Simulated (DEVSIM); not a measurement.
System: illuminated In0.53Ga0.47As p-on-n cell, one wavelength, at 300 K.

```csv
layer (left to right),material,thickness (μm),Nd (cm⁻³),Na (cm⁻³),τn (s),τp (s),absorption coefficient (cm⁻¹)
1,In0.53Ga0.47As,0.0730,-,5.5e17,2.1e-11,1.8e-11,34000
2,In0.53Ga0.47As,0.660,4.2e16,-,6.5e-10,6.5e-10,34000
```

Left contact: ohmic, minority electron recombination velocity 5000 cm/s. Right contact: ohmic, minority hole recombination velocity 2000 cm/s. Voltage is applied to the left contact. Recombination: SRH at mid-gap, radiative, Auger. Light enters at the left, 3.3e17 photons cm⁻² s⁻¹, one pass, no reflection. Mobility is constant in doping.

The device is made up for the run: typed textbook-type constants, with dimensions and the other settings drawn at random. Values at 300 K.

| parameter | In0.53Ga0.47As |
|---|---|
| gap (eV) | 0.74 |
| affinity (eV) | 4.51 |
| permittivity | 13.9 |
| Nc (cm⁻³) | 2.1e17 |
| Nv (cm⁻³) | 7.7e18 |
| μn (cm²/Vs) | 12000 |
| μp (cm²/Vs) | 300 |
| B (cm³/s) | 9.6e-11 |
| Cn (cm⁶/s) | 5e-29 |
| Cp (cm⁶/s) | 5e-29 |

DEVSIM, 1D drift-diffusion, Boltzmann statistics, complete ionisation; no tunnelling, impact ionisation, image-force lowering or self-heating.

The photon flux was swept, all else fixed.

```json
[
 {"photon flux (cm^-2 s^-1)": "9.9e15", "short-circuit current (mA/cm²)": "1.37", "fill factor": "0.39", "open-circuit voltage (V)": "0.112", "largest power (mW/cm²)": "0.0602"},
 {"photon flux (cm^-2 s^-1)": "3.3e16", "short-circuit current (mA/cm²)": "4.58", "fill factor": "0.47", "open-circuit voltage (V)": "0.166", "largest power (mW/cm²)": "0.355"},
 {"photon flux (cm^-2 s^-1)": "9.9e16", "short-circuit current (mA/cm²)": "13.7", "fill factor": "0.53", "open-circuit voltage (V)": "0.215", "largest power (mW/cm²)": "1.56"},
 {"photon flux (cm^-2 s^-1)": "3.3e17", "short-circuit current (mA/cm²)": "45.8", "fill factor": "0.59", "open-circuit voltage (V)": "0.266", "largest power (mW/cm²)": "7.16"},
 {"photon flux (cm^-2 s^-1)": "9.9e17", "short-circuit current (mA/cm²)": "137", "fill factor": "0.63", "open-circuit voltage (V)": "0.309", "largest power (mW/cm²)": "26.8"},
 {"photon flux (cm^-2 s^-1)": "3.3e18", "short-circuit current (mA/cm²)": "458", "fill factor": "0.68", "open-circuit voltage (V)": "0.351", "largest power (mW/cm²)": "109"},
 {"photon flux (cm^-2 s^-1)": "9.9e18", "short-circuit current (mA/cm²)": "1370", "fill factor": "0.70", "open-circuit voltage (V)": "0.387", "largest power (mW/cm²)": "374"}
]
```

From the first row to the last the short-circuit current goes from 1.37 to 1370. From the first row to the last the fill factor goes from 0.39 to 0.70.
